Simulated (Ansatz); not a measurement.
# BN under load (space group P6_3mc): band-edge transport data

Here is the system:

```
BN
1.0
    2.48374     0.00000     0.00000
   -1.24187     2.15098     0.00000
    0.00000     0.00000     4.21463
B N
2 2
Direct
  0.33333   0.66667   0.00080
  0.66667   0.33333   0.50080
  0.33333   0.66667   0.37420
  0.66667   0.33333   0.87420
```

Level of theory: r2SCAN, rigid bands (plane waves, PAW, scalar-relativistic; Ansatz, a first-principles code). Condition of this run: biaxial stress in the c plane of 27 GPa (compression positive) (the target of the relaxation). Cell: cell and atoms relaxed with PBEsol, then loaded as said.

The band gap is 5.50 eV, the electron conductivity mass (300 K, dilute) comes out as 0.48 (x), 0.48 (y), 0.30 (z) mₑ and the hole conductivity mass (300 K, dilute) is 0.77 (x), 0.77 (y), 1.31 (z) mₑ. The effective density of states N_c (300 K) is 1.3e19 cm⁻³, the effective density of states N_v (300 K) is 4.5e19 cm⁻³ and the density-of-states mass, electrons comes out as 0.65 mₑ. The density-of-states mass, holes is 1.48 mₑ. The Seebeck coefficient, n-type 1e19 cm⁻³, 300 K comes out as -245 μV/K and the best n-type power factor at 300 K for τ = 10 fs (best axis; densities from 1e16 to 1e21 cm⁻³ tried, whether or not they can be reached) is 7.2 μW/(cm·K²) at 3e19 cm⁻³. The Seebeck coefficient, p-type 1e19 cm⁻³, 300 K comes out as 345 μV/K. The best p-type power factor at 300 K for τ = 10 fs (best axis; densities from 1e16 to 1e21 cm⁻³ tried, whether or not they can be reached) is 9.6 μW/(cm·K²) at 1e20 cm⁻³.

Rigid bands; masses and Seebeck coefficients take one relaxation time τ for all states and one kind of carrier; polarons and phonon drag are left out. Spin-orbit coupling is left out. Geometry: cell and atoms relaxed with PBEsol.
